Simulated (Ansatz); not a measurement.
# S on the 1x1 (0001) surface of hcp Co, ferromagnetic, one in a 3x3 cell, started at the site 'hollow Co-Co-Co over Co at depth 2.0 Å'

Level of theory: PBE (plane waves to 420 eV, PAW; Ansatz, a first-principles code).

Slab: 37 atoms, 6.0 Å thick at the start under the adsorbate (thin: gaps and levels are the slab's own); k 5x5x1, smearing 0.1 eV, dipole-corrected; 18 atoms held, the rest relaxed; held to the start's symmetry, so lower structures may exist; spin-polarised, no spin-orbit, no U, no dispersion correction. At the end it is bonded to 3 Co. In PBE it is, or lies within 0.03 eV of, the lowest of the starts that converged.

```yaml
adsorption energy against ⅛ S8(g): -2.07 eV
work_function_of_the_top_face: 5.13 eV
change_of_the_work_function: 0.16 eV
change_of_the_step_from_the_bottom_to_the_top_vacuum_level_against_the_clean_slab: 0.16 eV
energy_released_by_relaxation: 0.39 eV
height of the binding atom over the mean of the host atoms within 0.3 Å of the top one: 1.626 Å
magnetic_moment_of_the_cell: 60.09 μB
nearest_host_atoms_of_the_binding_atom: Co at 2.18 Å, Co at 2.18 Å, Co at 2.18 Å
largest_move_of_a_host_atom: 0.07 Å
cost: about 50 core-minutes (a rough figure)
```

A negative adsorption energy means that the adsorbate is more stable on the surface than in its reference.
